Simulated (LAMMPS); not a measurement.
Pressure dependence of ZnS (zinc blende) at 1200 K, from the crystal.

Method: classical MD, pair style sw, file CdTeZnSeHgS0.sw; code LAMMPS.

```csv
P (GPa),state,volume,coordination number of S by Zn
0,crystal; no diffusion seen in 30 ps,20.5649 ± 0.0005 Å³/atom,4.00 (counted to 3.34 Å)
2,crystal; no diffusion seen in 30 ps,20.2041 ± 0.0008 Å³/atom,4.00 (counted to 3.26 Å)
5,crystal; no diffusion seen in 30 ps,19.7345 ± 0.0005 Å³/atom,4.00 (counted to 3.22 Å)
```

Caution: in nature this polymorph isn't the stable one over the whole range of temperature at this pressure, and short runs keep a crystal in its starting form.

Caution (rows 2; 5): a run this short can hold a crystal over, or a liquid under, the potential's own melting point, which these runs don't give.

Estimate the isothermal bulk modulus at zero pressure. A parabola P(ln V) through the three points gives −dP/d ln V = 110 GPa at zero pressure.

States go by the mean squared displacement: a species diffuses where it passes 1.5 Å², still rises and gives D over 1e-6 cm²/s; a crystal has left its structure where atoms lie 0.35 Å off their sites on average or a cubic box changes its shape by 3 %, or the axial ratios of another lie 8 % off the starting cell's, which the potential's own relaxation can also do.

The ± values are statistical; the model's systematic error is not in them.
